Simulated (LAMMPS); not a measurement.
LAMMPS 22 Jul 2025, classical MD, Buckingham with full ionic charges: MgO, 1728 atoms.

```
Quantity                                                                                          Result
-----------------------------------------------  -------------------------------------------------------
task                                                                                             MD, nve
potential                                                             Buckingham with full ionic charges
copies of the repeat unit                                                                          6×6×6
shape (slab and sphere leave vacuum in the box)                                                     bulk
temperature                                                                                       1200 K
steps                                                                                               2000
timestep                                                                                            1 fs
thermo                                                                                               100
kspace_style                                                                                        pppm
kspace_accuracy                                                                                   0.0001
pair cutoff                                                                                         10 Å
comm_style                                                                               brick (default)
kspace_modify                                                                  order 5 diff ik (default)
box                                                                                 25.3 × 25.3 × 25.3 Å
start                                              generated rock salt lattice, warmed in an untimed run
compared values                                  energy and forces of the first step, drift over the run
```

It runs on a single node (Arm Neoverse V2, 96 cores on 1 socket, no SMT, 1 L3 cache group).

Wall times, medians of two to five repeats, each run alone on the node (launch to exit). Unless noted, each process is bound to its own block of adjacent cores. The times hold for this build (PyPI wheel: MPICH, OPENMP and OPT packages). Scratch files lie in a memory file system. A preparatory run goes ahead and isn't timed.

First run (32 ranks, skin = 2 Å, neigh_modify = every 1 delay 0 check yes, newton = on (default), sort = 1000 (default)):

```
Loop time of 1.11649 on 32 procs for 2000 steps with 1728 atoms

Performance: 154.771 ns/day, 0.155 hours/ns, 1791.328 timesteps/s, 3.095 Matom-step/s
86.3% CPU use with 32 MPI tasks x 1 OpenMP threads

MPI task timing breakdown:
Section |  min time  |  avg time  |  max time  |%varavg| %total
---------------------------------------------------------------
Pair    | 0.40567    | 0.50951    | 0.62523    |   7.5 | 45.64
Kspace  | 0.32064    | 0.43256    | 0.53483    |   8.0 | 38.74
Neigh   | 0          | 0          | 0          |   0.0 |  0.00
Comm    | 0.15792    | 0.1622     | 0.16538    |   0.4 | 14.53
Output  | 0.00038332 | 0.00041049 | 0.00074175 |   0.0 |  0.04
Modify  | 0.0011684  | 0.0013353  | 0.0015553  |   0.2 |  0.12
Other   |            | 0.01048    |            |       |  0.94

Nlocal:             54 ave          65 max          43 min
Histogram: 2 0 3 3 11 5 2 1 3 2
Nghost:           3278 ave        3289 max        3267 min
Histogram: 2 3 1 2 2 14 3 3 0 2
Neighs:        20515.1 ave       24747 max       16562 min
Histogram: 2 1 3 8 4 6 2 1 2 3

Total # of neighbors = 656484
Ave neighs/atom = 379.90972
Neighbor list builds = 0
Dangerous builds = 0
```

Second run:

```
Loop time of 1.66807 on 32 procs for 2000 steps with 1728 atoms

Performance: 103.593 ns/day, 0.232 hours/ns, 1198.990 timesteps/s, 2.072 Matom-step/s
88.1% CPU use with 32 MPI tasks x 1 OpenMP threads

MPI task timing breakdown:
Section |  min time  |  avg time  |  max time  |%varavg| %total
---------------------------------------------------------------
Pair    | 0.79372    | 0.98854    | 1.1709     |   9.0 | 59.26
Kspace  | 0.3232     | 0.50387    | 0.69731    |  12.4 | 30.21
Neigh   | 0          | 0          | 0          |   0.0 |  0.00
Comm    | 0.15973    | 0.16302    | 0.1666     |   0.5 |  9.77
Output  | 0.00038288 | 0.00041788 | 0.00082786 |   0.0 |  0.03
Modify  | 0.0012138  | 0.0014003  | 0.0015257  |   0.2 |  0.08
Other   |            | 0.01082    |            |       |  0.65

Nlocal:             54 ave          65 max          43 min
Histogram: 2 0 3 3 11 5 2 1 3 2
Nghost:           3278 ave        3289 max        3267 min
Histogram: 2 3 1 2 2 14 3 3 0 2
Neighs:        39615.1 ave       47387 max       31802 min
Histogram: 2 0 3 3 11 5 2 1 3 2

Total # of neighbors = 1267684
Ave neighs/atom = 733.61343
Neighbor list builds = 0
Dangerous builds = 0
```

Both blocks come from the same system on the same machine. Which change was made from the first run to the second?
A) skin = 0.5 Å, neigh_modify = every 50 delay 0 check no
B) newton = off
C) sort = 100
D) neigh_modify = every 10 delay 0 check yes

B, newton = off. The largest move is in pair forces (Pair): 0.51 s to 0.99 s. The other changes gave 1.3 s (sort = 100), 1.1 s (skin = 0.5 Å, neigh_modify = every 50 delay 0 check no), 1.3 s (neigh_modify = every 10 delay 0 check yes), against 1.8 s here and 1.3 s at first.
